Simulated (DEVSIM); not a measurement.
Structure: Al0.15Ga0.85As/GaAs p-n heterojunction, at 300 K.

Layer 1 from the left is Al0.15Ga0.85As, thickness (μm) 0.0560, Na (cm⁻³) 3.9e16, τn (s) 1.5e-9, τp (s) 1.5e-9. Layer 2 from the left is GaAs, thickness (μm) 1.10, Nd (cm⁻³) 1.7e16, τn (s) 1.5e-9, τp (s) 1.5e-9.

Left contact: ohmic. Right contact: ohmic. Voltage is applied to the left contact. Recombination: SRH at mid-gap, radiative. Mobility is constant in doping.

The device is made up for the run: typed textbook-type constants, with dimensions and the other settings drawn at random. Values at 300 K.

Al0.15Ga0.85As: gap (eV) 1.611, affinity (eV) 3.9515, permittivity 12.47, Nc (cm⁻³) 5.6e17, Nv (cm⁻³) 9e18, μn (cm²/Vs) 5695, μp (cm²/Vs) 282, B (cm³/s) 2e-10. GaAs: gap (eV) 1.424, affinity (eV) 4.07, permittivity 12.9, Nc (cm⁻³) 4.7e17, Nv (cm⁻³) 9e18, μn (cm²/Vs) 8500, μp (cm²/Vs) 400, B (cm³/s) 2e-10.

Simulated with DEVSIM: 1D drift-diffusion, Boltzmann statistics, complete ionisation; no tunnelling, impact ionisation, image-force lowering or self-heating. Band offsets follow the typed affinities; no thermionic-emission limit at abrupt steps, no polarisation charge.

Problem. What does the simulation give for the largest field in the device at zero bias, the dark forward voltage at 100 A/cm²?

Solution. largest field in the device at zero bias 69000 V/cm; dark forward voltage at 100 A/cm² 1.145 V.
